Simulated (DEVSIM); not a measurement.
Structure: Ru/HfO2/p-GaAs capacitor, at 300 K.

| layer (left to right) | material | thickness (nm) | Na (cm⁻³) |
|---|---|---|---|
| 1 | HfO2 | 6.80 | - |
| 2 | GaAs | 2600 | 6.1e16 |

Metal gate on the left, work function 4.7 eV. Fixed charge at the semiconductor interface 0 cm⁻² (in units of +e); no interface traps.

Constants are typed, rounded textbook-type inputs, not results; the design itself was drawn at random and stands for no fabricated device. Values at 300 K; Nc and Nv go as T^1.5, mobilities as T to minus their exponent, the gap by Varshni's rule with the affinity fixed.

```tsv
parameter	HfO2	GaAs
gap (eV)	5.7	1.424
affinity (eV)	2.5	4.07
permittivity	22	12.9
Nc (cm⁻³)	-	4.7e17
Nv (cm⁻³)	-	9e18
Varshni α (eV/K)	-	0.000541
Varshni β (K)	-	204
```

DEVSIM, 1D Poisson equation in equilibrium, Boltzmann statistics, complete ionisation; no quantum confinement or tunnelling. Metal contacts follow the ideal Schottky-Mott rule: no Fermi-level pinning, no interface dipoles.

The temperature was swept, all else fixed.

| temperature (K) | flat-band voltage (V) | minimum of the low-frequency capacitance (μF/cm²) |
|---|---|---|
| 250 | -0.71 | 0.0684 |
| 300 | -0.66 | 0.0704 |
| 350 | -0.61 | 0.0733 |
| 400 | -0.56 | 0.0779 |
| 450 | -0.51 | 0.0810 |
| 500 | -0.45 | 0.0853 |

From the first row to the last the flat-band voltage goes from -0.71 to -0.45. From the first row to the last the minimum of the low-frequency capacitance goes from 0.0684 to 0.0853.
